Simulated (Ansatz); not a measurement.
Consider O vacancy in monoclinic ZrO2, charge state +2. All values below come from PBE, PAW (plane waves to 420 eV; Ansatz, a quantum-chemistry and plane-wave program).

Cell of 96 host sites held at the relaxed PBE lattice; the Γ point alone; Fermi-Dirac width 0.01 eV, spin-restricted; finite-size errors left in. Energies are static. The charge state is imposed; whether it is stable for some Fermi level was not computed. Forms of the defect that were not tried may lie lower.

Barriers: single points on a 2×2×2 k-point mesh shifted by half a step at the bands' geometries.

The step: a nearby O atom hops onto the vacant site. Atoms about the jump, Cartesian Å from the middle of the jump, before and after:

```
atom     x0     y0     z0     x1     y1     z1
----  -----  -----  -----  -----  -----  -----
O1    -0.18   0.30   1.20   0.18  -0.30  -1.20
Zr2    1.06  -1.25   0.64   1.16  -1.32   0.39
Zr3   -1.89   1.46   0.93  -2.12   1.57   0.88
Zr4    1.61   1.18  -2.26   1.48   1.03  -2.15
O5    -2.57  -0.07  -0.50  -2.59   0.02  -0.46
O6     2.24  -0.06  -0.61   2.66  -0.05  -0.51
O7    -0.67  -2.19   0.04  -0.69  -2.17   0.28
O8    -0.69   2.97   0.20  -0.67   2.83   0.15
Zr9   -1.67  -1.71  -1.77  -1.46  -1.57  -1.70
O10   -0.24   2.03  -2.37  -0.20   2.20  -2.53
O11    2.18  -0.12   2.17   1.79  -0.08   2.04
O12    2.19   2.56  -0.74   2.14   2.51  -0.73
O13   -1.12   2.15   2.82  -1.12   2.05   2.69
O14    1.69   2.59   1.90   1.66   2.58   1.94
Zr15   0.59   1.03   3.15   0.61   1.12   3.29
O16   -2.13  -0.16  -3.11  -2.11  -0.10  -3.12
O17   -3.04   2.50  -0.73  -3.09   2.57  -0.75
Zr18   3.26   1.50   0.94   3.27   1.49   0.91
O19    0.64   0.16  -3.85   0.68   0.27  -4.01
O20   -3.05  -0.09   2.16  -3.02  -0.07   2.15
O21    2.11  -2.72  -0.72   2.15  -2.72  -0.74
Zr22  -1.45   3.62  -1.71  -1.44   3.63  -1.74
```

Question: Give the saddle-point geometry and the barrier.

Answer: 
| atom | x | y | z |
|---|---|---|---|
| O1 | -0.07 | 0.32 | -0.15 |
| Zr2 | 1.09 | -1.25 | 0.49 |
| Zr3 | -1.82 | 1.43 | 0.73 |
| Zr4 | 1.51 | 1.13 | -2.10 |
| O5 | -2.68 | -0.08 | -0.52 |
| O6 | 2.55 | -0.07 | -0.55 |
| O7 | -0.68 | -2.27 | 0.12 |
| O8 | -0.70 | 3.03 | 0.18 |
| Zr9 | -1.61 | -1.66 | -1.72 |
| O10 | -0.21 | 2.20 | -2.47 |
| O11 | 1.92 | -0.09 | 2.14 |
| O12 | 2.16 | 2.56 | -0.68 |
| O13 | -1.06 | 2.01 | 2.66 |
| O14 | 1.68 | 2.60 | 1.96 |
| Zr15 | 0.65 | 1.11 | 3.31 |
| O16 | -2.12 | -0.12 | -3.11 |
| O17 | -2.99 | 2.49 | -0.76 |
| Zr18 | 3.26 | 1.50 | 0.95 |
| O19 | 0.61 | 0.16 | -3.79 |
| O20 | -3.00 | -0.12 | 2.12 |
| O21 | 2.08 | -2.68 | -0.74 |
| Zr22 | -1.44 | 3.68 | -1.74 |
It lies 0.77 eV above the start and 0.77 eV above the end. The saddle point's order was not checked.
